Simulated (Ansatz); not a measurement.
**AlN: pressure series**

The reference is AlN in the wurtzite structure (space group P6_3mc, No. 186; a = 3.107 Å, c = 4.978 Å).

Cell and atoms are relaxed at each pressure.

Computed with Kohn–Sham DFT with the r2SCAN functional, run in Ansatz (a quantum-chemistry and plane-wave program) with PAW and 500 eV plane waves, no spin-orbit coupling, earlier PAW set.

Computed cases, in order: pressure −2 GPa; pressure −1 GPa; 0 GPa (base); pressure 0.9 GPa; pressure 2.1 GPa; pressure 4.5 GPa; pressure 9 GPa; pressure 15 GPa; pressure 22.5 GPa; pressure 30 GPa.

### Question
Between which two neighbouring cases does the gap turn between direct and indirect?

### Answer
Between pressure 22.5 GPa (5.67 eV, direct at Γ) and pressure 30 GPa (5.74 eV, indirect, Γ → K). The whole series: pressure −2 GPa: 4.79 eV, direct at Γ; pressure −1 GPa: 4.83 eV, direct at Γ; 0 GPa (base): 4.87 eV, direct at Γ; pressure 0.9 GPa: 4.91 eV, direct at Γ; pressure 2.1 GPa: 4.96 eV, direct at Γ; pressure 4.5 GPa: 5.05 eV, direct at Γ; pressure 9 GPa: 5.22 eV, direct at Γ; pressure 15 GPa: 5.43 eV, direct at Γ; pressure 22.5 GPa: 5.67 eV, direct at Γ; pressure 30 GPa: 5.74 eV, indirect, Γ → K.

Load acts through the strain it causes; cell and atoms are relaxed under it. Stability against distortions was not tested. Measured, AlN leaves this structure (for rock salt) near 14 GPa (temperature not stated; as listed in Datta, Sujoy, Jana, Debnarayan, arXiv (2020)), on rising pressure, with hysteresis.
